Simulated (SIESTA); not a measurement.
A self-consistent single point of SrHI (P4mm, 6 atoms in the cell) with SIESTA

Method of the run: SIESTA with GGA PBEsol, numerical atomic orbitals TZP, PseudoDojo PBEsol standard norm-conserving potentials (rewritten from UPF to PSML).

This input was run:

```
# files in the folder: Sr.psml H.psml I.psml (PseudoDojo PBEsol standard)
SystemName  SrHI
SystemLabel srhi

NumberOfAtoms                6
NumberOfSpecies              3
%block ChemicalSpeciesLabel
  1 38 Sr
  2 1 H
  3 53 I
%endblock ChemicalSpeciesLabel
LatticeConstant              4.302439 Ang
%block LatticeVectors
     1.000000000    0.000000000    0.000000000
     0.000000000    1.000000000    0.000000000
     0.000000000    0.000000000    2.120913975
%endblock LatticeVectors
AtomicCoordinatesFormat      Fractional
%block AtomicCoordinatesAndAtomicSpecies
     0.000000000    0.500000000    0.150159000  1
     0.500000000    0.000000000    0.855320000  1
     0.500000000    0.500000000    0.000000000  2
     0.000000000    0.000000000    0.000000000  2
     0.000000000    0.500000000    0.684770000  3
     0.500000000    0.000000000    0.315230000  3
%endblock AtomicCoordinatesAndAtomicSpecies

XC.functional                GGA
XC.authors                   PBEsol
PAO.BasisSize                TZP
PAO.EnergyShift              0.01 Ry
MeshCutoff                   400 Ry
%block kgrid.MonkhorstPack
    6   0   0  0.0
    0   6   0  0.0
    0   0   3  0.0
%endblock kgrid.MonkhorstPack
OccupationFunction           FD
ElectronicTemperature        10 K

MaxSCFIterations             150
SCF.Mixer.Method             Pulay
SCF.Mixer.Weight             0.1
SCF.Mixer.History            6
SCF.DM.Tolerance             1.0E-05
Diag.ParallelOverK           true
WriteForces                  true
Charge.Mulliken              end
```

Output, abridged:

```
reinit: Reading from file input.fdf

reinit: System Name: SrHI
reinit: System Label: srhi

coor:   Atomic-coordinates input format  =     Fractional

siesta: Atomic coordinates (Bohr) and species
siesta:      0.00000   4.06522   2.58933  1        1
siesta:      4.06522   0.00000  14.74909  1        2
siesta:      4.06522   4.06522   0.00000  2        3
siesta:      0.00000   0.00000   0.00000  2        4
siesta:      0.00000   4.06522  11.80814  3        5
siesta:      4.06522   0.00000   5.43581  3        6

siesta: System type = bulk

initatomlists: Number of atoms, orbitals, and projectors:      6    66   110

siesta: ******************** Simulation parameters ****************************
redata: Spin configuration                          = none
redata: Time-Reversal Symmetry                      = T
redata: Number of Atomic Species                    =        3
redata: Mesh Cutoff                                 =   400.0000 Ry
redata: Net charge of the system                    =     0.0000 |e|
redata: Min. number of SCF Iter                     =        0
redata: Max. number of SCF Iter                     =      150
redata: SCF convergence failure will abort job
redata: SCF mix quantity                            = Hamiltonian
redata: Mix DM or H after convergence               =   F
redata: Recompute H after scf cycle                 =   F
redata: Mix DM in first SCF step                    =   T
redata: No kicks to SCF
redata: DM Mixing Weight for Kicks                  =     0.5000
redata: Require Harris convergence for SCF          =   F
redata: Harris energy tolerance for SCF             =     0.000100 eV
redata: Require DM convergence for SCF              =   T
redata: DM tolerance for SCF                        =     0.000010
redata: Require EDM convergence for SCF             =   F
redata: EDM tolerance for SCF                       =     0.001000 eV
   [... lines left out ...]
diag: Parallel distribution                         =     1 x     1
diag: Used triangular part                          = Lower
diag: Absolute tolerance                            =  0.100E-15
diag: Orthogonalization factor                      =  0.100E-05
diag: Memory factor                                 =  1.0000

superc: Internal auxiliary supercell:     5 x     5 x     3  =      75
superc: Number of atoms, orbitals, and projectors:    450   4950   8250

                        Single-point calculation

superc: Internal auxiliary supercell:     5 x     5 x     3  =      75
superc: Number of atoms, orbitals, and projectors:    450   4950   8250

outcell: Unit cell vectors (Ang):
        4.302439    0.000000    0.000000
        0.000000    4.302439    0.000000
        0.000000    0.000000    9.125103

outcell: Cell vector modules (Ang)   :    4.302439    4.302439    9.125103
outcell: Cell angles (23,13,12) (deg):     90.0000     90.0000     90.0000
outcell: Cell volume (Ang**3)        :    168.9146
new_DM -- step:     1
Initializing Density Matrix...

Attempting to read DM from file... Failed...
DM filled with atomic data:

InitMesh: MESH = 54 x 54 x 120 = 349920
InitMesh: Mesh cutoff (required, used) =   400.000   435.372 Ry

stepf: Fermi-Dirac step function
        iscf     Eharris(eV)        E_KS(eV)     FreeEng(eV)     dDmax    Ef(eV) dHmax(eV)
   scf:    1    -2595.360428    -2597.499336    -2597.499336  1.505584 -3.268921  5.411675
   scf:    2    -2598.144304    -2597.830779    -2597.830779  0.070004 -3.455103  4.359060
   scf:    3    -2598.896033    -2598.466694    -2598.466694  0.285373 -4.253664  1.160296
   scf:    4    -2598.576207    -2598.533294    -2598.533294  0.132092 -4.731287  0.263820
   scf:    5    -2598.533256    -2598.534064    -2598.534064  0.011601 -4.784529  0.107020
   scf:    6    -2598.536222    -2598.535370    -2598.535370  0.006329 -4.854236  0.028017
   [... 5 lines left out ...]
   scf:   12    -2598.535456    -2598.535456    -2598.535456  0.000097 -4.868755  0.000140
   scf:   13    -2598.535456    -2598.535456    -2598.535456  0.000024 -4.868834  0.000096
   scf:   14    -2598.535456    -2598.535456    -2598.535456  0.000021 -4.868875  0.000107
   scf:   15    -2598.535456    -2598.535456    -2598.535456  0.000013 -4.868811  0.000009
   scf:   16    -2598.535456    -2598.535456    -2598.535456  0.000000 -4.868810  0.000008
SCF Convergence by DM+H criterion
max |DM_out - DM_in|         :     0.0000002843
max |H_out - H_in|      (eV) :     0.0000077401
SCF cycle converged after 16 iterations

Using DM_out to compute the final energy and forces

siesta: E_KS(eV) =            -2598.5355

siesta: E_KS - E_eggbox =     -2598.5355

siesta: Atomic forces (eV/Ang):
     1   -0.000000    0.000000   -0.200245
     2   -0.000000    0.000000   -0.017115
     3    0.000000    0.000000    0.075963
     4   -0.000000   -0.000000    0.075963
     5   -0.000000   -0.000000   -0.198220
     6    0.000000   -0.000000    0.262299
   Tot   -0.000000    0.000000   -0.001354
   Max    0.262299
   Res    0.094288    sqrt( Sum f_i^2 / 3N )
   Max    0.262299    constrained

Stress tensor Voigt[x,y,z,yz,xz,xy] (kbar):        1.49        1.49        7.09       -0.00       -0.00       -0.00
(Free)E + p*V (eV/cell)    -2598.8896
Target enthalpy (eV/cell)    -2598.5355

siesta: Program's energy decomposition (eV):
siesta: Ebs     =      -614.930744
siesta: Eions   =      4517.844764
siesta: Ena     =      1495.132621
siesta: Ekin    =       697.780809
siesta: Enl     =       380.591393
siesta: Eso     =         0.000000
siesta: Edftu   =         0.000000
siesta: DEna    =        30.582264
siesta: DUscf   =         1.732765
siesta: DUext   =         0.000000
siesta: Ex      =      -625.512554
siesta: Ec      =       -60.997990
siesta: Exc     =      -686.510544
siesta: Eharris =     -2598.535456
siesta: Etot    =     -2598.535456
siesta: FreeEng =     -2598.535456

siesta: Atomic forces (eV/Ang):
siesta:      1   -0.000000    0.000000   -0.200245
siesta:      2   -0.000000    0.000000   -0.017115
siesta:      3    0.000000    0.000000    0.075963
siesta:      4   -0.000000   -0.000000    0.075963
siesta:      5   -0.000000   -0.000000   -0.198220
siesta:      6    0.000000   -0.000000    0.262299
siesta: ----------------------------------------
siesta:    Tot   -0.000000    0.000000   -0.001354

siesta: Stress tensor (static) (eV/Ang**3):
siesta:     0.000931   -0.000000   -0.000000
siesta:    -0.000000    0.000931   -0.000000
siesta:    -0.000000   -0.000000    0.004428

   [... lines left out ...]
siesta: Cell volume =        168.914611 Ang**3
siesta:          -3.35922532         -0.55188713  kBar
   [... lines left out ...]

Species: Sr
Atom  Qatom  Qorb
               4s      5s      5s      5s      4py     4pz     4px     5py
               5pz     5px
   1  9.380   1.990   0.522  -0.118   0.144   1.998   1.998   1.998   0.310
              0.228   0.310
   2  9.362   1.989   0.521  -0.107   0.131   1.997   1.998   1.997   0.304
              0.229   0.304

Species: H
Atom  Qatom  Qorb
               1s      1s      1s      2Ppy    2Ppz    2Ppx
   3  1.677   1.990  -0.516   0.153   0.018   0.016   0.017
   4  1.677   1.990  -0.516   0.153   0.017   0.016   0.018

Species: I
Atom  Qatom  Qorb
               5s      5s      5s      5py     5pz     5px     5py     5pz
               5px     5py     5pz     5px     5Pdxy   5Pdyz   5Pdz2   5Pdxz
               5Pdx2-y2
   5  6.951   1.534  -0.056   0.295   1.606   1.916   1.606  -0.051  -0.054
             -0.051   0.115  -0.063   0.115   0.004   0.010   0.006   0.010

              0.009
   6  6.952   1.527  -0.055   0.297   1.606   1.921   1.606  -0.052  -0.053
             -0.052   0.115  -0.065   0.115   0.005   0.010   0.006   0.010

              0.009

mulliken: Qtot =       36.000

Mulliken Atomic Populations:
Atom #   charge [q] valence [e]  Species
     1     0.620340    9.379660  Sr
     2     0.637647    9.362353  Sr
     3    -0.677399    1.677399  H
     4    -0.677399    1.677399  H
     5     0.048899    6.951101  I
     6     0.047911    6.952089  I
 Total     0.000000
```

The run converged in 16 iterations.

The starting cell comes from a database of computed structures (which also holds hypothetical and non-ambient phases and stackings), without a prior relaxation at this level. Its lattice was rescaled by up to half a per cent. One atom was moved a little off its site on purpose. Values carry the incompleteness of an atom-centred basis.

Cost on one core of a shared machine: roughly 60 s.
